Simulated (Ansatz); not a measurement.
A computed series for hypothetical rock salt BN: pressure series

Base system: BN in the rock salt structure (space group Fm-3m, No. 225; a = 3.503 Å; a hypothetical phase, not in the database extracts checked).

Cell and atoms are relaxed at each pressure.

Level of theory: PBE (Ansatz, an electronic-structure program), scalar-relativistic without spin-orbit coupling.

Candidates:
(a) pressure 5 GPa
(b) pressure 10 GPa
(c) pressure 1.5 GPa
(d) pressure −1 GPa

Before the change:

* **Band gap**: 1.13 eV

Order them by band gap, lowest first.

(d) pressure −1 GPa (1.11 eV), (c) pressure 1.5 GPa (1.16 eV), (a) pressure 5 GPa (1.23 eV), (b) pressure 10 GPa (1.32 eV)

Load acts through the strain it causes; cell and atoms are relaxed under it. Stability against distortions was not tested. Competing high-pressure phases were not computed.
